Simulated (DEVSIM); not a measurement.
Device: GaP n-p junction from an implanted or diffused profile, at 300 K.

Layer 1 from the left is GaP, thickness (μm) 47.0, Na (cm⁻³) 1.7e16, τn (s) 2.1e-7, τp (s) 2.1e-7.

Added donor profile: 5.6e18 cm⁻³ × exp(−(x − 0.13 μm)²/(2·(0.099 μm)²)). Left contact: ohmic. Right contact: ohmic. Voltage is applied to the left contact. Recombination: SRH at mid-gap, radiative. Mobility is μmin + (μ − μmin)/(1 + (N/Nref)^α).

Constants are typed, rounded textbook-type inputs, not results; the design itself was drawn at random and stands for no fabricated device. Values at 300 K.

GaP: gap (eV) 2.26, affinity (eV) 3.8, permittivity 11.1, Nc (cm⁻³) 1.8e19, Nv (cm⁻³) 1.9e19, μn (cm²/Vs) 250, μp (cm²/Vs) 150, μn,min 10, μp,min 10, Nref,n 4.4e18, Nref,p 1e18, αn 0.8, αp 0.85, B (cm³/s) 1e-13.

DEVSIM, 1D drift-diffusion, Boltzmann statistics, complete ionisation; no tunnelling, impact ionisation, image-force lowering or self-heating.

**Question.** What does the simulation give for the potential step across the device at zero bias, the dark forward voltage at 100 A/cm²?

**Answer.** potential step across the device at zero bias 2.026 V; dark forward voltage at 100 A/cm² 2.243 V.
